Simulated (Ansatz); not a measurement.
The reference is HfN in the rock salt structure (space group Fm-3m, No. 225; a = 4.5018 Å; relaxed with 0.1 eV smearing). Axes: x, y, z lie along the cube axes.

Computed with PBEsol (Ansatz, a first-principles code), no spin-orbit coupling.

Strains are applied to the cell and any free atomic positions relax; under biaxial strain the out-of-plane vector relaxes too.

One change was made to it. Results:

```tsv
quantity	base	after
energy relative to the base (free energy F)	0 meV/atom	+5.2 meV/atom
volume per atom	11.40 Å³	11.22 Å³
```

**Question.** Which change produced these results?
(A) biaxial strain −2.00 %, plane normal [001], relaxed out of plane
(B) biaxial strain +1.00 %, plane normal [001], relaxed out of plane
(C) biaxial strain +1.50 %, plane normal [001], relaxed out of plane
(D) biaxial strain −1.00 %, plane normal [001], relaxed out of plane
(E) biaxial strain +3.00 %, plane normal [001], relaxed out of plane

**Answer.** D, biaxial strain −1.00 %, plane normal [001], relaxed out of plane. For comparison, the volume per atom in the other runs: biaxial strain +3.00 %, plane normal [001], relaxed out of plane gives 11.98 Å³; biaxial strain +1.00 %, plane normal [001], relaxed out of plane gives 11.59 Å³; biaxial strain −2.00 %, plane normal [001], relaxed out of plane gives 11.03 Å³; biaxial strain +1.50 %, plane normal [001], relaxed out of plane gives 11.69 Å³.

No phonon test of stability was made. All final runs are without spin polarisation. An odd electron count without spin: HfN.
